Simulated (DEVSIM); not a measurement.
Structure: abrupt Si n-p junction, at 300 K.

| layer (left to right) | material | thickness (μm) | Nd (cm⁻³) | Na (cm⁻³) | τn (s) | τp (s) |
|---|---|---|---|---|---|---|
| 1 | Si | 47.0 | 3.6e18 | - | 1.3e-7 | 1.3e-7 |
| 2 | Si | 100 | - | 9.8e15 | 1.3e-7 | 1.3e-7 |

Left contact: ohmic. Right contact: ohmic. Voltage is applied to the left contact. Recombination: SRH at mid-gap, radiative. Gap narrowing is on: ΔEg = 6.92 meV × (l + √(l² + 0.5)), l = ln(N/1.3e17 cm⁻³), shared equally by both band edges. Mobility is constant in doping. Where it depends on doping, it is μmin + (μ − μmin)/(1 + (N/Nref)^α).

Constants are typed, rounded textbook-type inputs, not results; the design itself was drawn at random and stands for no fabricated device. Values at 300 K; Nc and Nv go as T^1.5, mobilities as T to minus their exponent, the gap by Varshni's rule with the affinity fixed. The table also holds parameters that only a changed run uses.

| parameter | Si |
|---|---|
| gap (eV) | 1.124 |
| affinity (eV) | 4.05 |
| permittivity | 11.7 |
| Nc (cm⁻³) | 2.86e19 |
| Nv (cm⁻³) | 3.1e19 |
| μn (cm²/Vs) | 1417 |
| μp (cm²/Vs) | 470 |
| μn,min | 52 |
| μp,min | 45 |
| Nref,n | 9.7e16 |
| Nref,p | 2.2e17 |
| αn | 0.68 |
| αp | 0.72 |
| T exponent of μn | 2.3 |
| T exponent of μp | 2.2 |
| B (cm³/s) | 4.7e-15 |
| Cn (cm⁶/s) | 2.8e-31 |
| Cp (cm⁶/s) | 9.9e-32 |
| Varshni α (eV/K) | 0.000473 |
| Varshni β (K) | 636 |

Model (solved in DEVSIM): 1D drift-diffusion, Boltzmann statistics, complete ionisation; no tunnelling, impact ionisation, image-force lowering or self-heating.

Base results: dark forward voltage at 1 A/cm² (V) 0.636; dark forward voltage at 100 A/cm² (V) 1.149; largest field in the device at zero bias (V/cm) 87000; potential step across the device at zero bias (V) 0.839.

### Question
What follows from this one change: temperature 300 → 350 K?

### Answer
dark forward voltage at 1 A/cm² 0.636 → 0.534 V; dark forward voltage at 100 A/cm² 1.149 → 1.235 V; largest field in the device at zero bias 87000 → 95000 V/cm; potential step across the device at zero bias 0.839 → 0.768 V.

### Question
What follows from this one change: thickness of layer 2 100 → 35 μm?

### Answer
dark forward voltage at 1 A/cm² 0.636 → 0.625 V; dark forward voltage at 100 A/cm² 1.149 → 0.818 V; largest field in the device at zero bias little changed (87000 V/cm); potential step across the device at zero bias little changed (0.839 V).

### Question
What follows from this one change: doping-dependent mobility in place of the constant one?

### Answer
dark forward voltage at 1 A/cm² little changed (0.640 V); dark forward voltage at 100 A/cm² 1.149 → 1.210 V; largest field in the device at zero bias little changed (87000 V/cm); potential step across the device at zero bias little changed (0.839 V).
